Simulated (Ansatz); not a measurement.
# TaN: pressure 18 GPa

The reference is TaN in the rock salt structure (space group Fm-3m, No. 225; a = 4.396 Å).

Modification: a hydrostatic pressure of 18 GPa.

Calculations: r2SCAN (Ansatz, an electronic-structure program, PAW, no spin-orbit coupling), earlier PAW set. k-mesh 18×18×18 (Γ-centred); smearing 0.05 eV (Fermi–Dirac).

The volume per atom falls by 0.48 Å³, from 10.62 Å³ to 10.14 Å³ and the density goes up by 0.72 g/cm³ to 15.96 g/cm³. The shortest interatomic distance decreases by 3.4 pm, from 219.8 pm to 216.4 pm and the band gap is still zero.

Final structure:

```
CELL_PARAMETERS angstrom
      0.00000     2.16436     2.16436
      2.16436     0.00000     2.16436
      2.16436     2.16436     0.00000
ATOMIC_POSITIONS crystal
  N  0.00000 0.00000 0.00000
  Ta 0.50000 0.50000 0.50000
```

Load acts through the strain it causes; cell and atoms are relaxed under it. Stability against distortions was not tested. No other phases were tried under pressure. All final runs are without spin polarisation. This is not the structure that TaN has at room temperature and ambient pressure.
